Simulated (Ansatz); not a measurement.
Start from Pt in the fcc (Cu type) structure (space group Fm-3m, No. 225; relaxed with 0.1 eV smearing).

```
Pt
1.0
    0.00000     1.94769     1.94769
    1.94769     0.00000     1.94769
    1.94769     1.94769     0.00000
Pt
1
Direct
  0.00000   0.00000   0.00000
```

Cartesian axes are those of the cell as printed.

Computed with Kohn–Sham DFT with the LDA functional, run in Ansatz (a program for electronic structure) with PAW and 420 eV plane waves, without spin-orbit coupling.

Perturbation: biaxial strain +1.00 %, plane normal [001], relaxed out of plane (Cartesian); in-plane vectors clamped, the third vector and the atoms free.

Q: Estimate the effect on the ratio −ε⊥/ε∥.

A: The ratio −ε⊥/ε∥ comes out as 1.42.

Q: How does this affect the in-plane stress?

A: The mean in-plane stress (compression positive) amounts to -2.5 GPa.

Q: Estimate the effect on the energy relative to the base.

A: The energy grows by 2.3 meV/atom.

No phonon test of stability was made. The final runs are not spin-polarised.
